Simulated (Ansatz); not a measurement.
A zone-centre phonon calculation of LuTl (P4/mmm, 2 atoms in the cell) with Ansatz (a quantum-chemistry and plane-wave program).

Computed with LDA (PW92), default PAW files made with PBE (plane waves; Ansatz).

```xyz
2
Lattice="3.5769 0.0000 0.0000 0.0000 3.5769 0.0000 0.0000 0.0000 3.9218" Properties=species:S:1:pos:R:3 pbc="T T T"
Lu     0.0000     0.0000     0.0000
Tl     1.7884     1.7884     1.9609
```

Reference input (self-consistent single point, DFT, LDA (PW92), plane waves, default PAW files made with PBE): basis.ecutwfc = 420 eV; kpoints.mp_grid.grid = 9 9 9; hamiltonian.xc = lda; hamiltonian.pseudopotentials = {kind: paw} (the program's default PAW files); scf.occupations.method = fermi_dirac; scf.occupations.width = 0.1 eV. This run's input differs from it in these lines:

Ansatz 0.2 input:
```diff
@@ -16,7 +16,5 @@
 scf:
-  occupations: { method: fermi_dirac, width: 0.1 }
-output:
-  forces: true
-  eigenvalues: true
-  stress: true
+  occupations: { method: fermi_dirac, width: 0.05 }
+phonons:
+  method: dfpt
```

Output (repeated stretches shortened):

```
SCF iter   1: F=—  HF=-25640.260561 eV  |F-HF|=—  |Δ(HF+E_count)|=         —  Δρ=4.99e-3  dr2=1.04e-2  ethr=1.77e-3  ⟨swp⟩=5.7  Hψ=14755  notcnv=0
all-band conjugate gradients solve this SCF's bands
preconditioner: auto → Kerker (q_TF=auto, 2.605 Å⁻¹)
SCF iter   2: F=—  HF=-25640.255409 eV  |F-HF|=—  |Δ(HF+E_count)|=   5.15e-3  Δρ=2.86e-3  dr2=3.57e-3  ethr=2.73e-5  ⟨swp⟩=2.8  Hψ=7369  notcnv=0
   [... lines left out ...]
SCF iter   9: F=—  HF=-25640.254422 eV  |F-HF|=—  |Δ(HF+E_count)|=   3.58e-9  Δρ=9.14e-7  dr2=3.54e-10  ethr=1.56e-11  ⟨swp⟩=2.2  Hψ=5439  notcnv=0
SCF iter  10: F=—  HF=-25640.254422 eV  |F-HF|=—  |Δ(HF+E_count)|=    0.00e0  Δρ=2.36e-7  dr2=2.91e-11  ethr=1.00e-12  ⟨swp⟩=2.2  Hψ=5379  notcnv=0
SCF iter  11: F=—  HF=-25640.254422 eV  |F-HF|=—  |Δ(HF+E_count)|=  2.18e-11  Δρ=1.26e-7  dr2=6.96e-12  ethr=1.00e-12  ⟨swp⟩=8.4  Hψ=19748  notcnv=0
SCF iter  12: F=-25640.254422 eV  HF=-25640.254422 eV  |F-HF|=0.00e0  |Δ(HF+E_count)|=  7.28e-12  Δρ=3.33e-8  dr2=6.74e-13  ethr=1.00e-12  ⟨swp⟩=7.5  Hψ=17673  notcnv=0
SCF 1 converged in 12 iterations: F = -25640.254422 eV  dr2 = 6.74e-13
DFPT response loops at Γ: preconditioner auto → Kerker (q_TF=auto, 2.605 Å⁻¹) (partly filled bands, converged f_vac=0.000) …
Free energy (F): -25640.254422 eV
Internal energy: -25640.241532 eV  (E = F + TS)
E sigma→0 (E₀):  -25640.247977 eV
Entropy (-TS):   -0.012890 eV (-6.445 meV/atom)
Fermi energy:    14.212946 eV
--- Phonons (Γ-DFPT): 4 representative perturbations + reference, on 125 of 729 k-points (Σ response iterations 12) ---
  k mesh reduced under 8 symmetry operations, with k and −k counted as one. Each operation leaves every solved displacement unchanged or reverses it
  ASR residual: 2.414e-4 → 0.000e0 eV/Å²; symmetrization residual: 2.095e-5 eV/Å²
  ASR residual per site (eV/Å²): 2.41e-4 3.29e-5
  Γ frequencies (cm⁻¹): 0.00 0.00 0.00 78.01 78.01 87.57
  non-analytic LO–TO correction: not included (Born effective charges unavailable; polar crystals: no LO–TO splitting at Γ)
```

The run converged in 12 iterations. 

Summary of the result:
- Free energy E − TS (on the zero of these files): -25640.2544 eV
- Fermi level (on the code's own zero): 14.21 eV
- Zone-centre frequencies (cm⁻¹; negative means imaginary): 0, 0, 0, 78, 78, 88

The starting cell comes from a database of computed structures (which also holds hypothetical and non-ambient phases and stackings), without a prior relaxation at this level. Its lattice was rescaled by up to half a per cent.

Cost on one core of a shared machine: roughly 40 s.
